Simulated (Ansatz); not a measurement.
Seebeck coefficient (μV/K, mean over directions) of n-type LiF (Fm-3m) against carrier density, PBE, rigid bands (Ansatz, a first-principles code). Computed gap 9.22 eV; densities at which minority carriers matter at this gap, or further valleys turn the trend, are left out. Conductivity mass 0.91 mₑ (harmonic mean over directions), N_c = 2.2e19 cm⁻³ at 300 K.

```
electron density  300 K  500 K
----------------  -----  -----
1e16 cm⁻³          -876   -943
1e17 cm⁻³          -677    ___
1e18 cm⁻³          -479   -546
3e18 cm⁻³          -385   -452
1e19 cm⁻³          -284    ___
3e19 cm⁻³           ___   -258
1e20 cm⁻³          -113   -165
3e20 cm⁻³           -60    -95
1e21 cm⁻³           -28    -46
```

### Question
What belongs in the gaps?

### Answer

- 1e17 cm⁻³, 500 K: -744
- 1e19 cm⁻³, 500 K: -349
- 3e19 cm⁻³, 300 K: -196

Rigid bands with a gap fixed in temperature, one relaxation time for all states, no polarons or phonon drag, and whether or not such doping can be reached. Spin-orbit coupling is left out. Geometry: cell and atoms relaxed with PBEsol.
